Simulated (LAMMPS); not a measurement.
Simulation of Ni (fcc) with 50 % of Ni sites Pt, 4000 atoms, at 1320 K and 0 GPa, heated as the crystal.

All values are model results, not measurements: classical MD, pair style eam, the elements' _u3.eam files (universal-3 set of Foiles, Baskes and Daw) (LAMMPS).

Give g(r) against r (Å) as the simulation yields it.

State found: crystal; no diffusion seen in 30 ps.
| r (Å) | g(r), Ni-Pt | g(r), Pt-Pt | g(r), Ni-Ni |
|---|---|---|---|
| 1.980 | 0.000 | 0.000 | 0.000 |
| 2.020 | 0.000 | 0.001 | 0.000 |
| 2.060 | 0.002 | 0.000 | 0.006 |
| 2.100 | 0.011 | 0.001 | 0.026 |
| 2.140 | 0.041 | 0.002 | 0.072 |
| 2.180 | 0.117 | 0.020 | 0.192 |
| 2.220 | 0.239 | 0.035 | 0.455 |
| 2.260 | 0.499 | 0.075 | 0.743 |
| 2.300 | 0.877 | 0.152 | 1.21 |
| 2.340 | 1.33 | 0.267 | 1.72 |
| 2.380 | 1.92 | 0.549 | 2.22 |
| 2.420 | 2.45 | 0.798 | 2.65 |
| 2.460 | 2.91 | 1.20 | 3.05 |
| 2.500 | 3.35 | 1.62 | 3.16 |
| 2.540 | 3.53 | 2.10 | 3.25 |
| 2.580 | 3.52 | 2.49 | 3.22 |
| 2.620 | 3.48 | 2.88 | 3.08 |
| 2.660 | 3.28 | 3.10 | 2.91 |
| 2.700 | 3.03 | 3.23 | 2.65 |
| 2.740 | 2.70 | 3.28 | 2.39 |
| 2.780 | 2.34 | 3.15 | 2.11 |
| 2.820 | 2.01 | 2.97 | 1.86 |
| 2.860 | 1.76 | 2.63 | 1.62 |
| 2.900 | 1.46 | 2.35 | 1.39 |
| 2.940 | 1.21 | 1.99 | 1.18 |
| 2.980 | 0.988 | 1.72 | 0.965 |
| 3.020 | 0.811 | 1.39 | 0.831 |
| 3.060 | 0.686 | 1.21 | 0.714 |
| 3.100 | 0.562 | 0.976 | 0.613 |
| 3.140 | 0.463 | 0.813 | 0.522 |
| 3.180 | 0.416 | 0.654 | 0.456 |
| 3.220 | 0.351 | 0.574 | 0.416 |
| 3.260 | 0.337 | 0.480 | 0.364 |
| 3.300 | 0.333 | 0.461 | 0.370 |
| 3.340 | 0.308 | 0.408 | 0.327 |
| 3.380 | 0.331 | 0.408 | 0.344 |
| 3.420 | 0.343 | 0.406 | 0.352 |
| 3.460 | 0.372 | 0.453 | 0.385 |
| 3.500 | 0.393 | 0.441 | 0.408 |
| 3.540 | 0.427 | 0.469 | 0.460 |
| 3.580 | 0.440 | 0.471 | 0.475 |
| 3.620 | 0.496 | 0.490 | 0.544 |
| 3.660 | 0.525 | 0.518 | 0.584 |
| 3.700 | 0.534 | 0.549 | 0.609 |
| 3.740 | 0.559 | 0.570 | 0.631 |
| 3.780 | 0.585 | 0.559 | 0.651 |
| 3.820 | 0.600 | 0.569 | 0.634 |
| 3.860 | 0.605 | 0.585 | 0.662 |
| 3.900 | 0.611 | 0.587 | 0.623 |
| 3.940 | 0.601 | 0.606 | 0.611 |
| 3.980 | 0.594 | 0.591 | 0.602 |
| 4.020 | 0.588 | 0.611 | 0.601 |
| 4.060 | 0.608 | 0.618 | 0.622 |
| 4.100 | 0.639 | 0.651 | 0.638 |
| 4.140 | 0.658 | 0.664 | 0.688 |
| 4.180 | 0.702 | 0.720 | 0.770 |
| 4.220 | 0.794 | 0.782 | 0.839 |
| 4.260 | 0.877 | 0.853 | 0.929 |
| 4.300 | 0.989 | 0.940 | 1.06 |
| 4.340 | 1.07 | 1.05 | 1.20 |
| 4.380 | 1.20 | 1.13 | 1.36 |
| 4.420 | 1.33 | 1.24 | 1.45 |
| 4.460 | 1.41 | 1.34 | 1.62 |
| 4.500 | 1.55 | 1.47 | 1.67 |
| 4.540 | 1.62 | 1.50 | 1.73 |
| 4.580 | 1.65 | 1.57 | 1.76 |
| 4.620 | 1.69 | 1.61 | 1.81 |
| 4.660 | 1.70 | 1.64 | 1.73 |
| 4.700 | 1.66 | 1.62 | 1.70 |
| 4.740 | 1.60 | 1.60 | 1.63 |
| 4.780 | 1.53 | 1.54 | 1.57 |
| 4.820 | 1.43 | 1.47 | 1.45 |
| 4.860 | 1.37 | 1.40 | 1.32 |
| 4.900 | 1.26 | 1.34 | 1.25 |
| 4.940 | 1.20 | 1.27 | 1.16 |
| 4.980 | 1.10 | 1.15 | 1.07 |
| 5.020 | 1.05 | 1.12 | 1.01 |
| 5.060 | 0.970 | 1.03 | 0.994 |
| 5.100 | 0.944 | 0.996 | 0.919 |
| 5.140 | 0.905 | 0.949 | 0.886 |
| 5.180 | 0.898 | 0.908 | 0.880 |
| 5.220 | 0.879 | 0.874 | 0.850 |
| 5.260 | 0.869 | 0.867 | 0.841 |
| 5.300 | 0.857 | 0.852 | 0.807 |
| 5.340 | 0.840 | 0.877 | 0.812 |
| 5.380 | 0.846 | 0.879 | 0.822 |
| 5.420 | 0.855 | 0.878 | 0.815 |
| 5.460 | 0.843 | 0.873 | 0.815 |
| 5.500 | 0.828 | 0.896 | 0.799 |
| 5.540 | 0.844 | 0.900 | 0.805 |
| 5.580 | 0.853 | 0.910 | 0.810 |
| 5.620 | 0.858 | 0.901 | 0.828 |
| 5.660 | 0.874 | 0.902 | 0.838 |
| 5.700 | 0.880 | 0.935 | 0.874 |
| 5.740 | 0.902 | 0.925 | 0.896 |
| 5.780 | 0.919 | 0.968 | 0.926 |
| 5.820 | 0.944 | 0.962 | 0.954 |
| 5.860 | 0.955 | 0.949 | 0.987 |
| 5.900 | 0.978 | 0.986 | 1.01 |
| 5.940 | 0.986 | 0.985 | 1.03 |
| 5.980 | 0.977 | 0.977 | 1.05 |
| 6.020 | 0.983 | 0.981 | 1.03 |
| 6.060 | 0.986 | 0.954 | 0.987 |

Caution: the random arrangement on this lattice is imposed, and need not be a phase that exists in equilibrium. Caution: a run this short can hold a crystal over, or a liquid under, the potential's melting point.
